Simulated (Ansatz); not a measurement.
Start from Cu$_{3}$N (space group Pm-3m, No. 221; a = 3.721 Å). Axes: x, y, z lie along the cube axes.

Calculations: Ansatz (an electronic-structure program) LDA, scalar-relativistic without spin-orbit coupling.

Before the change:

The band gap is zero. The volume per atom is 12.88 Å³.

One thing is altered: tensile biaxial strain of 1.80 % in the plane normal to [001], as in epitaxy on a mismatched substrate; the out-of-plane cell vector and the atoms relax.

### Question
What happens to the band gap?

### Answer
The band gap is still zero.

### Question
What happens to the energy relative to the base?

### Answer
The energy rises by 8.6 meV/atom.

### Question
How does this affect the volume per atom?

### Answer
The volume per atom grows by 0.37 Å³, from 12.88 Å³ to 13.25 Å³.

Stability against distortions was not tested. The final runs are not spin-polarised. Gaps under 0.05 eV, about the width of the smearing, are given as zero. A zero or small gap of Cu3N can be the functional's error rather than a property of the material.
